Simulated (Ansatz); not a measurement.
Point defect Si_Ga in beta Ga2O3

Method: PBE, PAW (plane waves to 420 eV; Ansatz, an electronic-structure program). A supercell of 120 sites (1×3×2 repeats of a cell of 20 atoms) was used; the energies come from a 2×2×2 shifted sampling of its zone. Site at the start: the Ga(2) site. Energies of charged states are corrected for periodic images (point charge plus alignment at distant sites). Dielectric constants: PBE linear response of the host. Host gap at this level: 2.01 eV. Finite-size and sampling errors can reach tenths of an eV here. The semilocal functional narrows the gap, so deep levels can fall outside it. Spin–orbit coupling is left out. Each state is the lowest found from its start.

Formation energies E_f are given with the Fermi level at the valence-band maximum. Chemical conditions: Ga-rich (Δμ(Ga) = 0.00 eV, Δμ(Si) = -2.27 eV, bounded by alpha cristobalite; only phases computed here count, gases as isolated molecules at 0 K); O-rich (Δμ(Ga) = -4.56 eV, Δμ(Si) = -8.35 eV, bounded by alpha cristobalite; only phases computed here count, gases as isolated molecules at 0 K). Reference phases: Ga: alpha gallium, Si: silicon.

Charges with a result: +1, 0, −1. Others weren't obtained, and one of them could lie lower, also by skipping a charge.

| charge | moment (μB) | point group | largest move off a lattice site (Å) | image correction with alignment (eV) | E_f, Ga-rich (eV) | E_f, O-rich (eV) |
|---|---|---|---|---|---|---|
| +1 | not spin-polarised | Cs | 0.20 | 0.10 | -1.02 | 0.50 |
| 0* | quenched | Cs | 0.20 | – | – | – |
| −1* | not spin-polarised | Cs | 0.20 | – | – | – |

* At this level the carrier isn't localised at the defect: at charge 0 electrons occupy the conduction band; at charge −1 electrons occupy the conduction band. Such a state is shallow or no state of the defect, and this cell gives it no level.

Point groups are those of the whole cell at tolerances of 0.03 and 0.1 Å ("near" where only the looser one holds); none is given for unsettled states.

Starting moments that weren't kept: charge 0 began with 1 μB and ended with 0.0.

Not the lowest form: the same atoms on another site or from another start ended lower, by 0.77 eV at charge +1.

Flagged in the runs: a doubtful potential alignment, a host whose relaxation on this sampling wasn't shown to rest.
